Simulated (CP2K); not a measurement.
CP2K run on Nb3Sn (Pm-3n, 8 atoms in the cell): self-consistent single point.

Method of the run: LDA (Pade form), GPW, DZVP-MOLOPT-SR-GTH basis, GTH-PADE potentials (GTH_POTENTIALS) (CP2K 2026.2).

```
CELL_PARAMETERS angstrom
      5.40017     0.00000     0.00000
      0.00000     5.40017     0.00000
      0.00000     0.00000     5.40017
ATOMIC_POSITIONS crystal
  Nb 0.25000 0.00000 0.50000
  Nb 0.75000 0.00000 0.50000
  Nb 0.50000 0.75000 0.00000
  Nb 0.50000 0.25000 0.00000
  Nb 0.00000 0.50000 0.75000
  Nb 0.00000 0.50000 0.25000
  Sn 0.00000 0.00000 0.00000
  Sn 0.50000 0.50000 0.50000
```

Reference input (self-consistent single point, DFT PBE, GPW, DZVP-MOLOPT-SR-GTH basis, GTH-PBE potentials (GTH_POTENTIALS)): CUTOFF = 500 Ry; REL_CUTOFF = 50 Ry; SMEAR/METHOD = GAUSSIAN; SIGMA = 0.1 eV; KPOINTS/SCHEME = MONKHORST-PACK 5 5 5; XC_FUNCTIONAL = PBE; Nb/BASIS_SET = DZVP-MOLOPT-SR-GTH; Nb/POTENTIAL = GTH-PBE-q13; Sn/BASIS_SET = DZVP-MOLOPT-SR-GTH; Sn/POTENTIAL = GTH-PBE-q4; METHOD = GPW; EPS_DEFAULT = 1e-10. This run's input differs from it in these lines:

```diff
@@ -42,3 +42,3 @@
     &XC
-      &XC_FUNCTIONAL PBE
+      &XC_FUNCTIONAL PADE
       &END XC_FUNCTIONAL
@@ -80,3 +80,3 @@
       BASIS_SET DZVP-MOLOPT-SR-GTH
-      POTENTIAL GTH-PBE-q13
+      POTENTIAL GTH-PADE-q13
     &END KIND
@@ -84,3 +84,3 @@
       BASIS_SET DZVP-MOLOPT-SR-GTH
-      POTENTIAL GTH-PBE-q4
+      POTENTIAL GTH-PADE-q4
     &END KIND
```

The program printed (abridged):

```
 SCF WAVEFUNCTION OPTIMIZATION

  Step     Update method      Time    Convergence         Total energy    Change
     1 NoMix/Diag. 0.20E+00      -     0.78994246      -350.9136383882 -3.51E+02
     2 Broy./Diag. 0.20E+00      -     0.07908920      -356.3802455481 -5.47E+00
     3 Broy./Diag. 0.20E+00      -     0.12462842      -352.3291764562  4.05E+00
     4 Broy./Diag. 0.20E+00      -     0.04646268      -349.4888068283  2.84E+00
     5 Broy./Diag. 0.20E+00      -     0.00644818      -349.8594003376 -3.71E-01
     6 Broy./Diag. 0.20E+00      -     0.00402884      -349.6879428060  1.71E-01
   [... 3 lines left out ...]
    10 Broy./Diag. 0.20E+00      -     0.00003365      -349.7667342095  2.81E-03
    11 Broy./Diag. 0.20E+00      -     0.00002163      -349.7662823205  4.52E-04
    12 Broy./Diag. 0.20E+00      -     0.00000488      -349.7659676324  3.15E-04
    13 Broy./Diag. 0.20E+00      -     0.00000078      -349.7659368291  3.08E-05
  *** SCF run converged in    13 steps ***

  Overlap energy of the core charge distribution:               0.00000000001421
  Self energy of the core charge distribution:               -636.75575725631518
  Core Hamiltonian energy:                                    146.06846567624976
  Hartree energy:                                             183.91741996531846
  Exchange-correlation energy:                                -42.99278001128568
  Smearing free energy correction:                             -0.00328520260732
  Fermi energy:                                                 0.41469710257539

  Total energy:                                              -349.76593682912767
  Total energy (extrapolated to sigma->0):                   -349.76429422782400

   [... lines left out ...]

 STRESS| Analytical stress tensor [bar]
 STRESS|                        x                   y                   z
 STRESS|      x       -1.80771097347E+05  -7.87202196458E-08  -2.00818434839E-03
 STRESS|      y       -7.87202196458E-08  -1.80771189304E+05   2.00800857211E-03
 STRESS|      z       -2.00818434839E-03   2.00800857211E-03  -1.80771214734E+05
 STRESS| 1/3 Trace                                            -1.80771167128E+05
```

The run converged in 13 iterations. Against the reference run the pressure goes from -5.36 to -18.08 GPa.

The starting cell comes from a database of computed structures (which also holds hypothetical and non-ambient phases and stackings), without a prior relaxation at this level. Its lattice was rescaled by a random factor within 2.5 % of one. Spin polarisation is off. Values carry the incompleteness of an atom-centred basis. With a pressure of about -18 GPa the cell is away from its equilibrium volume at this level.

Cost on one core of a shared machine: roughly 3 min.
